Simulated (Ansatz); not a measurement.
CaTiO3 in the cubic perovskite structure (space group Pm-3m, No. 221; a model cell)

Space group Pm-3m (No. 221); a = b = c = 3.8410 Å, α = β = γ = 90.00°

| atom | site | symmetry | x | y | z |
|---|---|---|---|---|---|
| Ca | 1a | m-3m | 0.0000 | 0.0000 | 0.0000 |
| Ti | 1b | m-3m | 0.5000 | 0.5000 | 0.5000 |
| O | 3c | 4/mm.m | 0.0000 | 0.5000 | 0.5000 |

The values are results of plane-wave PAW DFT at the PBEsol level (Ansatz, a quantum-chemistry and plane-wave program, 420 eV), no SOC, not measurements. Settings: 9×9×9 k-points, 0.05 eV Fermi–Dirac smearing.

* **Volume per atom**: 11.33 Å³
* **Density**: 3.98 g/cm³
* **Band gap**: 1.89 eV, indirect, R → Γ
* **Lowest conduction-band minima above the VBM**: Γ 1.89 eV
* **Total energy**: -1191.680 eV/atom (σ→0; compares only within this code and set-up)

Stability against distortions was not tested. The final runs are not spin-polarised. Many cubic perovskites are stable only at high temperature; tilts and polar distortions were not tested.
